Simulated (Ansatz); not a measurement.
Os: uniaxial stress, 2 GPa compression along z

Take Os in the hcp (Mg type) structure (space group P6_3/mmc, No. 194; a = 2.754 Å, c = 4.348 Å; relaxed with 0.1 eV smearing) as the base. Axes: x lies along a and z along c of the hexagonal cell.

Modification: uniaxial stress, 2 GPa compression along z, with the cell and atoms free to relax against it.

All numbers come from Ansatz (an electronic-structure program) PBE, without spin-orbit coupling, earlier PAW set. k-mesh 24×24×13 (Γ-centred); smearing 0.1 eV (Fermi–Dirac).

* **Volume per atom**: 14.26 Å³ (base 14.28 Å³)
* **Space group**: P6_3/mmc (No. 194) (base P6_3/mmc (No. 194))
* **Shortest interatomic distance**: 2.689 Å (base 2.693 Å)
* **Energy relative to the base (free energy F)**: +0.2 meV/atom
* **Band gap**: zero (base zero)
* **Strain response (xx, yy, zz)**: (+0.06, +0.06, −0.28) %
* **Secant Young's modulus along z**: 720 GPa
* **Mean lateral Poisson ratio**: 0.23

Final structure:

```
CELL_PARAMETERS angstrom
      2.75611     0.00000     0.00000
     -1.37806     2.38686     0.00000
      0.00000     0.00000     4.33541
ATOMIC_POSITIONS crystal
  Os 0.33333 0.66667 0.75000
  Os 0.66667 0.33333 0.25000
```

Beyond what the load breaks, stability against distortions was not tested. The final runs are not spin-polarised.
